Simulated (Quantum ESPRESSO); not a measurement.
**Habitual settings against a tight run: SiNi2 (P6_3/mmc, 6 atoms in the cell)**

Self-consistent single point.

```xyz
6
Lattice="3.8385 0.0000 0.0000 -1.9193 3.3243 0.0000 0.0000 0.0000 4.8729" Properties=species:S:1:pos:R:3 pbc="T T T"
Si     1.9193     1.1081     1.2182
Si     0.0000     2.2162     3.6547
Ni     0.0000     2.2162     1.2182
Ni     1.9193     1.1081     3.6547
Ni     0.0000     0.0000     2.4365
Ni     0.0000     0.0000     0.0000
```

Level of theory: PBEsol, PSlibrary PAW (PBE) pseudopotentials (plane waves; Quantum ESPRESSO).

Base settings: ecutwfc = 50 Ry; ecutrho = 300 Ry; occupations = smearing; smearing = fd; degauss = 0.0073499 Ry; input_dft = pbesol; potentials = {Si: Si.pbe-n-kjpaw_psl.1.0.0.UPF, Ni: Ni.pbe-n-kjpaw_psl.1.0.0.UPF}; K_POINTS = automatic 8 8 6 0 0 0; conv_thr = 1e-10 Ry; mixing_beta = 0.4.

Tight run (finer mesh or higher cutoff; not a proven limit): ecutwfc: 50 Ry → 70 Ry; ecutrho: 300 Ry → 420 Ry; conv_thr: 1e-10 Ry → 7.3e-11 Ry; K_POINTS: automatic 8 8 6 0 0 0 → automatic 11 11 9 0 0 0. It gave Fermi level (on the code's own zero) 15.06 eV; pressure 6.69 GPa.

Quick runs, as changes from the base:
- A: the base itself
- B: ecutwfc: 50 Ry → 30 Ry; ecutrho: 300 Ry → 180 Ry; input_dft: pbesol → default; pseudopotentials: {Si: Si.pbe-n-kjpaw_psl.1.0.0.UPF, Ni: Ni.pbe-n-kjpaw_psl.1.0.0.UPF} → {Si: Si.pz-n-kjpaw_psl.1.0.0.UPF, Ni: Ni.pz-n-kjpaw_psl.1.0.0.UPF}; K_POINTS: automatic 8 8 6 0 0 0 → automatic 6 6 6 0 0 0 [LDA (PZ)]
- C: ecutwfc: 50 Ry → 30 Ry; ecutrho: 300 Ry → 180 Ry; smearing: fd → gauss; degauss: 0.0073499 Ry → 0.0099958 Ry; K_POINTS: automatic 8 8 6 0 0 0 → automatic 1 1 1 0 0 0
- D: ecutwfc: 50 Ry → 35 Ry; ecutrho: 300 Ry → 210 Ry; K_POINTS: automatic 8 8 6 0 0 0 → automatic 8 8 8 0 0 0
- E: ecutwfc: 50 Ry → 25 Ry; ecutrho: 300 Ry → 150 Ry; smearing: fd → mp; degauss: 0.0073499 Ry → 0.036749 Ry; K_POINTS: automatic 8 8 6 0 0 0 → automatic 4 4 4 1 1 1
- F: ecutwfc: 50 Ry → 25 Ry; ecutrho: 300 Ry → 150 Ry; smearing: fd → mp; degauss: 0.0073499 Ry → 0.036749 Ry; input_dft: pbesol → default; conv_thr: 1e-10 Ry → 7.3e-06 Ry; pseudopotentials: {Si: Si.pbe-n-kjpaw_psl.1.0.0.UPF, Ni: Ni.pbe-n-kjpaw_psl.1.0.0.UPF} → {Si: Si.pz-n-kjpaw_psl.1.0.0.UPF, Ni: Ni.pz-n-kjpaw_psl.1.0.0.UPF}; K_POINTS: automatic 8 8 6 0 0 0 → automatic 8 8 8 0 0 0 [LDA (PZ)]

Energies are extrapolated to zero smearing width, which holds to low order in the width alone (under cold and Methfessel-Paxton smearing the free energy itself is taken).

Dashes: energy of B, F, another energy zero; pressure of F, not trusted under this conv_thr with d or f elements.

† marks runs with another functional, U, potentials or spin treatment: their distance from the tight run is not a convergence error alone.

The count of work is k-points × plane waves × bands × iterations; it is no time. Core times come from one kind of shared machine and are given to one figure; runs under 30 s give none.

The starting cell comes from a database of computed structures (which also holds hypothetical and non-ambient phases and stackings), without a prior relaxation at this level. Its lattice was rescaled by a random factor within 2.5 % of one. Spin polarisation is off. In the base run, with a pressure of about 6 GPa the cell is away from its equilibrium volume at this level.

| run | energy less tight (meV/atom) | pressure less tight (GPa) | count of work / tight | core time / tight (rough) |
|---|---|---|---|---|
| A | 9.3 | -0.75 | 0.34 | 0.5 |
| B† | – | -16.02 | 0.11 | 0.1 |
| C | 2309.8 | 13.13 | 0.0038 | 0.2 |
| D | 50.2 | 0.17 | 0.25 | 0.5 |
| E | 674.1 | -71.83 | 0.030 | 0.1 |
| F† | – | – | 0.089 | 0.1 |

Among the runs at the tight run's level, the energy misses run from 9.3 to 2309.8 meV/atom.
